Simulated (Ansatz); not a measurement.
Results of LDA in Ansatz (plane waves, PAW) for TaAlB (model structure, started from the MoAlB type, Cmcm, No. 63, 6 atoms in the cell).

Settings: plane-wave cutoff 520 eV, 18×18×18 k mesh, Fermi–Dirac smearing 0.05 eV, scalar-relativistic PAW data made under PBE.

Cell (relaxed at this level):

```
AlTaB
1.0
    1.63585    -7.22104     0.00000
    1.63585     7.22104     0.00000
    0.00000     0.00000     3.07303
Al B Ta
2 2 2
Cartesian
  1.63585  -2.89447   0.76826
  1.63585   2.89447   2.30478
  1.63585   0.44971   2.30478
  1.63585  -0.44971   0.76826
  1.63585   5.94093   2.30478
  1.63585  -5.94093   0.76826
```

Q: What does this level give for the bulk modulus B0?

A: 
* **bulk modulus B0**: 208 GPa

The run finds no gap.

Note: the bulk modulus is −V dP/dV from two relaxed cells at ±2 % in volume; the relaxation could raise the start's symmetry but not lower it, so the cell can be a saddle point.

Spin–orbit coupling is not included; it can open a gap where bands touch, and shift volumes and moduli.

The computed numbers hold no vibrational or temperature effects.

A model structure was made by putting elements into a prototype or built by hand; it is no filed structure, need not be a known phase, and can be a saddle point held by its symmetry.

Ansatz is a quantum-chemistry and plane-wave program.
